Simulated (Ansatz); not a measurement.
Consider KBr in the rock salt structure (space group Fm-3m, No. 225).

```
KBr
1.0
    0.00000     3.30411     3.30411
    3.30411     0.00000     3.30411
    3.30411     3.30411     0.00000
Br K
1 1
Direct
  0.00000   0.00000   0.00000
  0.50000   0.50000   0.50000
```

Cartesian axes are those of the cell as printed.

The values are results of DFT with r2SCAN, PAW potentials and a 500 eV plane-wave cutoff in Ansatz (a quantum-chemistry and plane-wave program), without spin-orbit coupling, not measurements.

Base values:

| Property | Value |
|---|---|
| Valence-band top at Γ | 0.00, 0.00, 0.00 eV |
| Shortest interatomic distance | 3.304 Å |
| Valley order | Γ 5.07 eV; X along ⟨100⟩ 6.36 eV |
| Electron mass | 0.39 mₑ (at Γ) |

Now apply this change: uniaxial strain ε_yy = −2.07 %, all other strain components held at zero; the atoms relax in the strained cell.

Task: Predict the new valence-band top at Γ, shortest interatomic distance, valley order, energy relative to the base and electron mass.

Result: The valence-band top at Γ (three highest levels, from the VBM) becomes 0.00, -0.01, -0.01 eV (base: 0.00, 0.00, 0.00 eV); the shortest interatomic distance decreases by 0.068 Å to 3.236 Å; the valley order (the lowest conduction-band minima on the path, energy above the VBM, named in the base's zone) goes from Γ 5.07 eV; X along ⟨100⟩ 6.36 eV to Γ 5.12 eV; X along [010] 6.31 eV; X along [001] 6.34 eV; the energy goes up by 2.1 meV/atom; the electron mass becomes 0.40 mₑ along y, 0.38 mₑ across (at Γ) (base: 0.39 mₑ (at Γ)).

The levels and masses belong to the bands next to the band gap. Effective masses come from finite differences of ±0.01 Å⁻¹. Stability against distortions was not tested.
